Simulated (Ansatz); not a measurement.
The starting structures come from a database of crystals and need not be the phases stable at ambient conditions.

 Where the default PAW files enter, the runs use the earlier of Ansatz's two default sets.

The decay constant κ of evanescent states in the gap governs leakage through a thin film.

Input:

```
CELL_PARAMETERS angstrom
      3.88246     0.00000     0.00000
     -1.94123     3.36231     0.00000
      0.00000     0.00000    25.40920
ATOMIC_POSITIONS crystal
  Zn 0.33333 0.66667 0.12484
  Zn 0.00000 0.00000 0.00025
  Zn 0.66667 0.33333 0.62481
  Zn 0.66667 0.33333 0.87526
  Zn 0.00000 0.00000 0.75001
  Zn 0.33333 0.66667 0.37527
  Zn 0.00000 0.00000 0.49996
  Zn 0.66667 0.33333 0.24997
  S  0.66667 0.33333 0.34389
  S  0.66667 0.33333 0.96905
  S  0.33333 0.66667 0.21849
  S  0.00000 0.00000 0.59354
  S  0.00000 0.00000 0.09379
  S  0.00000 0.00000 0.84380
  S  0.33333 0.66667 0.46888
  S  0.66667 0.33333 0.71859
```

Space group of this cell: P3m1. The cell is strained (all lengths scaled by 1.02); by r2SCAN its mean pressure is -3.9 GPa.

Transport runs along the normal of the first two printed cell vectors, the (001) plane of the conventional cell.

No gap correction and no spin-orbit coupling; mid-gap values are interpolated between computed energies.

### Question
Give the band gap and the smallest decay constant κ at mid-gap that r2SCAN in Ansatz (a program for electronic structure) yields.

### Answer
Gap 2.47 eV on a 12×12×2 mesh; κ = 0.163 1/Å, at the zone centre.
